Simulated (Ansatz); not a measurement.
Consider HfO₂ in the fluorite structure (space group Fm-3m, No. 225; a = 5.059 Å).

All numbers come from r2SCAN (Ansatz, a first-principles code; PAW; 500 eV plane waves; no spin-orbit coupling), earlier PAW set.

One change was made to it. Results:

The volume per atom falls by 0.33 Å³ to 10.46 Å³; the width of the top valence band grows by 0.04 eV to 1.94 eV.

Problem. What was done to the base?
A. pressure 45 GPa
B. pressure −1 GPa
C. pressure 30 GPa
D. pressure 60 GPa
E. pressure 9 GPa

Solution. E, pressure 9 GPa. For comparison, the volume per atom in the other runs: pressure 30 GPa gives 9.84 Å³; pressure −1 GPa gives 10.83 Å³; pressure 60 GPa gives 9.20 Å³; pressure 45 GPa gives 9.50 Å³.

Spin-orbit coupling, missing from the scalar runs, can matter with Hf. The levels and masses belong to the bands next to the band gap. Load acts through the strain it causes; cell and atoms are relaxed under it. Stability against distortions was not tested. No other phases were tried under pressure. This is not the structure that HfO2 has at room temperature and ambient pressure.
